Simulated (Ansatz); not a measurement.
# BeS (model structure, started from the NiAs type, P6₃/mmc, No. 194, 4 atoms in the cell)

Calculation: LDA in Ansatz (PAW).

Numerical settings: plane-wave cutoff 520 eV, 12×12×8 k mesh (along the axes of the cell as run), Fermi–Dirac smearing 0.01 eV, scalar-relativistic PAW data made under PBE.

Cell (relaxed with PBEsol):

BeS is modelled in the hexagonal space group P6₃/mmc (No. 194), the NiAs type structure, Pearson symbol hP4. Lattice parameters: a = b = 3.2712 Å, c = 5.2069 Å, α = β = 90.00°, γ = 120.00°. Be on 2a is coordinated by 6 S at 2.294 Å (octahedral). S on 2c is surrounded by 6 Be at 2.294 Å. (Neighbours: up to the widest gap in distance over summed covalent radii, below 1.35, at either atom; cation-cation and far metal-metal contacts left out.)

```yaml
band_gap: 1.43 eV (indirect)
smallest_direct_gap_on_the_k_points_sampled: 3.37 eV
```

Note: the relaxation could raise the start's symmetry but not lower it, so the cell can be a saddle point; cell and atoms aren't relaxed at this level (pressure -2.6 GPa).

The computed numbers hold no vibrational or temperature effects.

A model structure was made by putting elements into a prototype or built by hand; it is no filed structure, need not be a known phase, and can be a saddle point held by its symmetry.

Ansatz is a quantum-chemistry and plane-wave program.
